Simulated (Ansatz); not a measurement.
# GaN, response to strain

The parent structure is GaN in the zinc blende structure (space group F-43m, No. 216; a = 4.455 Å).

Strains are applied to the cell and any free atomic positions relax.

Calculations: Ansatz (a quantum-chemistry and plane-wave program), LDA, PAW, cutoff 420 eV, no SOC.

Candidates:
(a) isotropic strain +0.50 %
(b) isotropic strain +1.00 %
(c) isotropic strain −0.50 %
(d) isotropic strain −2.50 %
(e) isotropic strain +2.50 %

For the base:

```
Quantity    Value
--------  -------
Band gap  1.96 eV
```

**Question.** Order them by band gap, lowest first.

**Answer.** (e) isotropic strain +2.50 % (1.48 eV), (b) isotropic strain +1.00 % (1.76 eV), (a) isotropic strain +0.50 % (1.86 eV), (c) isotropic strain −0.50 % (2.05 eV), (d) isotropic strain −2.50 % (2.45 eV)

No phonon test of stability was made. This is not the structure that GaN has at room temperature and ambient pressure.
